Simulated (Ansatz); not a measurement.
## tetragonal MoSi2 (0 0 1) on wurtzite AlN (1 0 0) (film strained to the substrate, started from cuts of the bulks and a machine-learned relaxation; slabs Al20N20 and Mo12Si24, which can lie off the formulas)

A periodic stack without vacuum, tetragonal MoSi2 (0 0 1) on wurtzite AlN (1 0 0) (film strained to the substrate, started from cuts of the bulks and a machine-learned relaxation; slabs Al20N20 and Mo12Si24, which can lie off the formulas): substrate slab Al20N20, film Mo12Si24, surface cells [[0, 2], [-1, 0]] and [[0, 3], [-1, 0]], film strained by -2.7 and +4.0 %, outermost planes AlN/AlN and Si/Si as cut, which need not be the usual terminations and can put a slab off its formula.

The start was prepared with a machine-learned potential, and the result is one local minimum, with the in-plane cell held and forces under 0.04 eV/Å; the film can end far from its bulk form.

These are PBE (plane waves to 420 eV, PAW; Ansatz, a quantum-chemistry and plane-wave program) values and carry that method's errors. Spin–orbit coupling is left out; the runs are not spin-polarised; PBE gaps are too small against experiment. Its k-point mesh 3×8×1, Fermi–Dirac width 0.05 eV.

* **interface area**: 31.4 Å²
* **period**: 30.35 Å
* **heights between the nearest atoms of the two slabs at the two interfaces**: 1.50 and 1.50 Å
* **Al–Si contacts across the interfaces within 1.22 times the sum of covalent radii**: 8, mean 2.61 Å
* **Al–Mo contacts across the interfaces within 1.22 times the sum of covalent radii**: 4, mean 3.05 Å
* **N–Si contacts across the interfaces within 1.22 times the sum of covalent radii**: 4, mean 1.76 Å
* **hole barrier (PBE)**: 1.96 eV
* **electron barrier (PBE)**: 2.07 eV

```yaml
crystal:
  lattice:
    - [10.03615, -0.00024, -0.06640]
    - [-0.00018, 3.13001, -0.03959]
    - [1.04658, -1.17240, 30.35915]
  atoms:
    - { symbol: Al, position: [0.25640, 0.35293, 0.02939] }
    - { symbol: Al, position: [0.74542, 0.48084, 0.03077] }
    - { symbol: Al, position: [0.48124, 0.30868, 0.08783] }
    - { symbol: Al, position: [0.97328, 0.26611, 0.08402] }
    - { symbol: N, position: [0.42888, 0.13785, 0.03130] }
    - { symbol: N, position: [0.86996, 0.01025, 0.03226] }
    - { symbol: N, position: [0.16588, 0.33261, 0.08507] }
    - { symbol: N, position: [0.66810, 0.36794, 0.08777] }
    - { symbol: Al, position: [0.22384, 0.84351, 0.11661] }
    - { symbol: Al, position: [0.72711, 0.86946, 0.11788] }
    - { symbol: Al, position: [0.46941, 0.86504, 0.17727] }
    - { symbol: Al, position: [0.97078, 0.85682, 0.17640] }
    - { symbol: N, position: [0.41418, 0.82515, 0.11811] }
    - { symbol: N, position: [0.91757, 0.79778, 0.11704] }
    - { symbol: N, position: [0.16120, 0.86660, 0.17634] }
    - { symbol: N, position: [0.66086, 0.87876, 0.17699] }
    - { symbol: Al, position: [0.21793, 0.37998, 0.20648] }
    - { symbol: Al, position: [0.71797, 0.39010, 0.20671] }
    - { symbol: Al, position: [0.46285, 0.41305, 0.26674] }
    - { symbol: Al, position: [0.96303, 0.41652, 0.26586] }
    - { symbol: N, position: [0.40840, 0.38079, 0.20730] }
    - { symbol: N, position: [0.90877, 0.37562, 0.20639] }
    - { symbol: N, position: [0.15372, 0.40248, 0.26608] }
    - { symbol: N, position: [0.65352, 0.41330, 0.26607] }
    - { symbol: Al, position: [0.21058, 0.91437, 0.29621] }
    - { symbol: Al, position: [0.70956, 0.92659, 0.29592] }
    - { symbol: Al, position: [0.45364, 0.96402, 0.35641] }
    - { symbol: Al, position: [0.95724, 0.98674, 0.35484] }
    - { symbol: N, position: [0.40095, 0.92892, 0.29677] }
    - { symbol: N, position: [0.90101, 0.93552, 0.29572] }
    - { symbol: N, position: [0.14747, 0.91578, 0.35564] }
    - { symbol: N, position: [0.64432, 0.94538, 0.35508] }
    - { symbol: Al, position: [0.19753, 0.41729, 0.38869] }
    - { symbol: Al, position: [0.70644, 0.45890, 0.38525] }
    - { symbol: Al, position: [0.47113, 0.55857, 0.44351] }
    - { symbol: Al, position: [0.96133, 0.68664, 0.44207] }
    - { symbol: N, position: [0.39023, 0.48404, 0.38787] }
    - { symbol: N, position: [0.89337, 0.51552, 0.38507] }
    - { symbol: N, position: [0.08610, 0.21435, 0.44054] }
    - { symbol: N, position: [0.64465, 0.34892, 0.44187] }
    - { symbol: Mo, position: [0.04008, 0.31742, 0.67133] }
    - { symbol: Mo, position: [0.37771, 0.31549, 0.67251] }
    - { symbol: Mo, position: [0.71209, 0.31753, 0.67110] }
    - { symbol: Si, position: [0.20562, 0.83786, 0.71433] }
    - { symbol: Si, position: [0.54082, 0.83832, 0.71459] }
    - { symbol: Si, position: [0.87248, 0.83792, 0.71412] }
    - { symbol: Si, position: [0.08625, 0.22622, 0.49915] }
    - { symbol: Si, position: [0.37731, 0.17686, 0.50250] }
    - { symbol: Si, position: [0.71393, 0.27914, 0.49286] }
    - { symbol: Mo, position: [0.22192, 0.74211, 0.54665] }
    - { symbol: Mo, position: [0.55180, 0.75377, 0.54501] }
    - { symbol: Mo, position: [0.88833, 0.76686, 0.53393] }
    - { symbol: Si, position: [0.04491, 0.26917, 0.58378] }
    - { symbol: Si, position: [0.38490, 0.27405, 0.58686] }
    - { symbol: Si, position: [0.72166, 0.27153, 0.58175] }
    - { symbol: Si, position: [0.21254, 0.79466, 0.62980] }
    - { symbol: Si, position: [0.54890, 0.79530, 0.62893] }
    - { symbol: Si, position: [0.87903, 0.79678, 0.62696] }
    - { symbol: Mo, position: [0.02328, 0.43226, 0.92624] }
    - { symbol: Mo, position: [0.35280, 0.44475, 0.92795] }
    - { symbol: Mo, position: [0.68791, 0.46848, 0.93893] }
    - { symbol: Si, position: [0.17147, 0.91124, 0.97053] }
    - { symbol: Si, position: [0.50624, 0.02176, 0.98011] }
    - { symbol: Si, position: [0.87970, 0.96356, 0.97369] }
    - { symbol: Si, position: [0.03475, 0.36009, 0.75830] }
    - { symbol: Si, position: [0.37065, 0.35979, 0.75877] }
    - { symbol: Si, position: [0.70250, 0.36035, 0.75863] }
    - { symbol: Mo, position: [0.19927, 0.87907, 0.80042] }
    - { symbol: Mo, position: [0.53517, 0.88277, 0.80205] }
    - { symbol: Mo, position: [0.86281, 0.88270, 0.80129] }
    - { symbol: Si, position: [0.02777, 0.40082, 0.84310] }
    - { symbol: Si, position: [0.36410, 0.40281, 0.84404] }
    - { symbol: Si, position: [0.69441, 0.40598, 0.84595] }
    - { symbol: Si, position: [0.19300, 0.92359, 0.88607] }
    - { symbol: Si, position: [0.52900, 0.92595, 0.89121] }
    - { symbol: Si, position: [0.85271, 0.92199, 0.88910] }
```
